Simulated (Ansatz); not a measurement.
Start from MgSe in the rock salt structure (space group Fm-3m, No. 225; a = 5.4722 Å).

It is then changed as follows: the cell is scaled by 1.0513 in all directions; the atoms relax in the strained cell.

Method: DFT with r2SCAN, PAW potentials and a 500 eV plane-wave cutoff in Ansatz (an electronic-structure program), without spin-orbit coupling.

Base, band edges from the VBM (valence, conduction): X -1.79, 2.48; W -2.47, 5.15; L -0.60, 4.52; Γ 0.00, 3.44; K -1.44, 3.69; U -1.44, 3.69 eV.

Task: Give the band edges at the high-symmetry points of the new zone, measured from its valence-band maximum.

Result: 
```
point  valence edge (eV)  conduction edge (eV)
-----  -----------------  --------------------
Γ                   0.00                  2.47
X                  -1.45                  2.20
U                  -1.15                  3.44
K                  -1.15                  3.44
L                  -0.44                  4.30
W                  -2.06                  4.55
```

The gap is 2.20 eV, indirect, Γ → X.

Whether these cells are dynamically stable was not tested.
